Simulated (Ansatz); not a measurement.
The parent structure is Ti in the hcp (Mg type) structure (space group P6_3/mmc, No. 194; a = 2.902 Å, c = 4.593 Å; relaxed with 0.1 eV smearing). Axes: x lies along a and z along c of the hexagonal cell.

Calculations: DFT with PBEsol, PAW potentials and a 420 eV plane-wave cutoff in Ansatz (a first-principles code), spin-orbit coupling left out.

Base values:

| Quantity | Result |
|---|---|
| Shortest interatomic distance | 2.843 Å |
| Band gap | zero |
| Pressure | 0.0 GPa |

Now apply this change: the cell is compressed by 1.50 % along z with no lateral relaxation, atoms relaxed at fixed cell.

### Question
How does this affect the shortest interatomic distance, energy relative to the base, band gap and pressure?

### Answer
The shortest interatomic distance decreases by 0.028 Å to 2.815 Å; the energy grows by 2.4 meV/atom; the band gap stays zero; the pressure (mean of the normal stresses, compression positive) goes from zero to 1.9 GPa.

The cells carry an imposed strain or load. Stability against distortions was not tested. All final runs are without spin polarisation.
